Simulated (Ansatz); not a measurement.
Given:

```yaml
crystal:
  lattice:
    - [3.78750, 0.00000, 0.00000]
    - [0.00000, 3.78750, 0.00000]
    - [0.00000, 0.00000, 3.78750]
  atoms:
    - { symbol: Cu, position: [0.50000, 0.00000, 0.00000] }
    - { symbol: Cu, position: [0.00000, 0.50000, 0.00000] }
    - { symbol: Cu, position: [0.00000, 0.00000, 0.50000] }
    - { symbol: N, position: [0.00000, 0.00000, 0.00000] }
```

No spin polarisation.

Method: PBEsol (Ansatz, a quantum-chemistry and plane-wave program, PAW, no SOC). Settings: 12×12×12 k-points, 0.05 eV Fermi–Dirac smearing.

Task: Predict the pressure, space group and band gap.

Result: Pressure: -2.3 GPa
Space group: Pm-3m (No. 221)
Band gap: 0.08 eV

The cells carry an imposed strain or load. Whether these cells are dynamically stable was not tested. The final runs are not spin-polarised. The cell was made from Cu3N (space group Pm-3m, No. 221) by this change: isotropic strain +0.60 %. A zero or small gap of Cu3N can be the functional's error rather than a property of the material.
